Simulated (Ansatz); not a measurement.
## How the bulk modulus of HfC (model structure, started from the NbAs type, I4₁md, No. 109, 4 atoms in the cell) moves with the method

No measured value is used here.

```
level (code)     value (GPa)  cell (Å³/atom)
---------------  -----------  --------------
LDA (Ansatz)             228           12.40
PBEsol (Ansatz)          216           12.70
r²SCAN (Ansatz)          214           12.95
```

Density-functional levels without +SOC have no spin–orbit coupling. LDA, PBEsol, r²SCAN: the bulk modulus is −V dP/dV from two relaxed cells at ±2 % in volume. Each level is taken at its own relaxed cell. Cutoffs differ between the levels. Ansatz's density-functional and Hartree–Fock values are scalar-relativistic unless marked +SOC, with PAW data made under PBE.

A model structure was made by putting elements into a prototype or built by hand; it is no filed structure, need not be a known phase, and can be a saddle point held by its symmetry.

Ansatz is a quantum-chemistry and plane-wave program.
